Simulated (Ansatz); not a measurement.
Start from KF in the rock salt structure (space group Fm-3m, No. 225; a = 5.307 Å). Axes: x, y, z lie along the cube axes.

Level of theory: Ansatz (a first-principles code) PBEsol, scalar-relativistic without spin-orbit coupling.

Strains are applied to the cell and any free atomic positions relax; under biaxial strain the out-of-plane vector relaxes too.

One change was made to it. Results:

The valence-band top at Γ (three highest levels, from the VBM) goes from 0.00, 0.00, 0.00 eV to 0.00, -0.04, -0.04 eV; the band gap decreases by 0.14 eV to 6.01 eV.

### Question
Which change produced these results?
A) biaxial strain −1.67 %, plane normal [111], relaxed out of plane
B) biaxial strain +2.08 %, plane normal [111], relaxed out of plane
C) biaxial strain +0.83 %, plane normal [111], relaxed out of plane

### Answer
B, biaxial strain +2.08 %, plane normal [111], relaxed out of plane. For comparison, the band gap in the other runs: biaxial strain +0.83 %, plane normal [111], relaxed out of plane gives 6.10 eV; biaxial strain −1.67 %, plane normal [111], relaxed out of plane gives 6.23 eV.

Whether these cells are dynamically stable was not tested.
